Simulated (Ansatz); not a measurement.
Converging the k-point mesh at a smearing width of 0.3 eV: SrGaSi (P3m1, 3 atoms in the cell)

```
CELL_PARAMETERS angstrom
      4.19212     0.00000     0.00000
     -2.09606     3.63048     0.00000
      0.00000     0.00000     4.75003
ATOMIC_POSITIONS crystal
  Sr 0.00000 0.00000 0.01053
  Ga 0.33333 0.66667 0.50000
  Si 0.66667 0.33333 0.50000
```

Method: PBEsol, default PAW files made with PBE (plane waves; Ansatz, a program for electronic structure).

Base settings: basis.ecutwfc = 420 eV; kpoints.mp_grid.grid = 9 9 7; hamiltonian.xc = pbesol; hamiltonian.pseudopotentials = {kind: paw} (the program's default PAW files); scf.occupations.method = fermi_dirac; scf.occupations.width = 0.1 eV.

In this ladder: scf.occupations.width = 0.3 eV.

Only quantities that move along the ladder and can be compared are tabulated.

The count of work is k-points × plane waves × bands × iterations; it is no time. Core times come from one kind of shared machine, to one figure; runs under 30 s give none.

The starting cell comes from a database of computed structures (which also holds hypothetical and non-ambient phases and stackings), without a prior relaxation at this level. Its lattice was rescaled by up to half a per cent. One atom was moved a little off its site on purpose. Ansatz's pressure includes its estimate of the finite-basis (Pulay) stress.

Steps (kpoints.mp_grid.grid): 3 3 3; 4 4 3; 5 5 4; 6 6 4; 7 7 5; 8 8 6; 10 10 8; 12 12 9; 15 15 11; 18 18 14; 21 21 17.

Problem. What is the coarsest kpoints.mp_grid.grid that holds the pressure within 0.1 GPa of the last step, with all finer ones?

Solution. 6 6 4, at 0.033 of the last step's count of work; the step before is off by 0.11 GPa.

Problem. What is the coarsest kpoints.mp_grid.grid that holds the free energy within 5 meV/atom of the last step, with all finer ones?

Solution. 5 5 4, at 0.023 of the last step's count of work; the step before is off by 22 meV/atom.

Problem. What is the coarsest kpoints.mp_grid.grid that holds the forces within 0.01 eV/Å of the last step, with all finer ones?

Solution. 4 4 3, at 0.012 of the last step's count of work; the step before is off by 0.023 eV/Å.

| kpoints.mp_grid.grid | free energy less the last step's (meV/atom) | pressure (GPa) | largest difference of a force vector from the last step's (eV/Å) | count of work / last | core time / last (rough) |
|---|---|---|---|---|---|
| 3 3 3 | 103.82 | -1.27 | 0.023 | 0.0096 | – |
| 4 4 3 | 22.17 | -1.24 | 0.009 | 0.012 | – |
| 5 5 4 | 4.52 | -1.31 | 0.005 | 0.023 | – |
| 6 6 4 | -0.33 | -1.35 | 0.001 | 0.033 | – |
| 7 7 5 | -0.49 | -1.37 | 0.001 | 0.044 | – |
| 8 8 6 | -0.37 | -1.39 | 0.001 | 0.069 | – |
| 10 10 8 | -0.02 | -1.41 | 0.000 | 0.13 | – |
| 12 12 9 | 0.02 | -1.42 | 0.000 | 0.20 | – |
| 15 15 11 | 0.00 | -1.42 | 0.000 | 0.35 | 0.4 |
| 18 18 14 | 0.00 | -1.42 | 0.000 | 0.63 | 0.6 |
| 21 21 17 | 0.00 | -1.42 | 0.000 | 1.0 | 1 |

Keys are those of Ansatz 0.2.
